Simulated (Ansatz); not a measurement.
Functionals compared on H on the 1x1 (101) surface of tetragonal HfO2 (a metastable polymorph) (cut with top plane O), one in a 2x1 cell, started at the site 'hollow Hf', in Ansatz (plane waves, PAW). The structure was relaxed with PBE; the other rows are single points on it, each with its references at the same level. Cutoff 420 eV (500 eV for r2SCAN). The points keep PBE's geometry, so the relaxation of a polaron and the settling of charge on one site are left out.

Host crystal: tetragonal HfO2, with a band gap (PBE, scalar-relativistic without spin-orbit coupling).

Model: 37-atom slab, 7.6 Å thick at the start under the adsorbate (thin: gaps and levels are the slab's own), 3x3x1 mesh, Fermi-Dirac 0.01 eV, dipole correction, 16 atoms held, the rest relaxed; no symmetry held; spin-polarised, ending with about 1.0 μB a cell; orders that need a larger cell were not tried, no spin-orbit, no U, no dispersion correction. At the end it is bonded to Hf. In PBE it is, or lies within 0.03 eV of, the lowest of the starts that converged. These notes are the PBE run's. r2SCAN: The program's check for a lower electronic state was not made. Adsorption energies are against ½ H2(g). A negative adsorption energy means that the adsorbate is more stable on the surface than in its reference.

```
functional  adsorption energy (eV)  magnetic moment of the cell (μB)
----------  ----------------------  --------------------------------
PBE                           2.16                              1.00
RPBE                           [?]                              1.00
r2SCAN                        2.11                              1.00
```

Q: Complete the blanks.

A: 
- RPBE, adsorption energy (eV): 2.28

Ansatz is a quantum-chemistry and plane-wave program.
